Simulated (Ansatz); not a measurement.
Ti: response to strain

Start from Ti in the hcp (Mg type) structure (space group P6_3/mmc, No. 194; relaxed with 0.1 eV smearing).

```xyz
2
Lattice="2.8644 0.0000 0.0000 -1.4322 2.4806 0.0000 0.0000 0.0000 4.5373" Properties=species:S:1:pos:R:3 pbc="T T T"
Ti     1.4322     0.8269     3.4030
Ti     0.0000     1.6538     1.1343
```

Cartesian axes are those of the cell as printed.

Strains are applied to the cell and any free atomic positions relax.

All numbers come from LDA in Ansatz (plane waves to 420 eV, PAW, spin-orbit coupling left out).

Notes on the quantities. pressure: mean of the normal stresses, compression positive; energy relative to the base: free energy F.

```tsv
change	largest internal atomic displacement	pressure	energy relative to the base	volume per atom
base	–	0.0 GPa	0 meV/atom	16.12 Å³
uniaxial strain ε_xx = −2.50 %	0.037 Å	3.3 GPa	+5.5 meV/atom	15.72 Å³
uniaxial strain ε_xx = −2.00 %	0.027 Å	2.6 GPa	+3.5 meV/atom	15.80 Å³
uniaxial strain ε_xx = −1.00 %	0.014 Å	1.3 GPa	+0.9 meV/atom	15.96 Å³
uniaxial strain ε_xx = −0.50 %	–	0.6 GPa	+0.2 meV/atom	16.04 Å³
uniaxial strain ε_xx = +0.50 %	–	-0.6 GPa	+0.2 meV/atom	16.20 Å³
uniaxial strain ε_xx = +1.00 %	0.012 Å	-1.2 GPa	+0.8 meV/atom	16.28 Å³
uniaxial strain ε_xx = +1.50 %	[?]	[?]	[?]	16.36 Å³
uniaxial strain ε_xx = +2.00 %	0.024 Å	-2.4 GPa	+3.3 meV/atom	16.44 Å³
uniaxial strain ε_xx = +3.00 %	0.034 Å	-3.5 GPa	+7.2 meV/atom	16.60 Å³
```

**Question.** Complete the table.

**Answer.** 
- uniaxial strain ε_xx = +1.50 %, largest internal atomic displacement: 0.018 Å
- uniaxial strain ε_xx = +1.50 %, pressure: -1.8 GPa
- uniaxial strain ε_xx = +1.50 %, energy relative to the base: +1.9 meV/atom

Whether these cells are dynamically stable was not tested. All final runs are without spin polarisation.

Ansatz is an electronic-structure program.
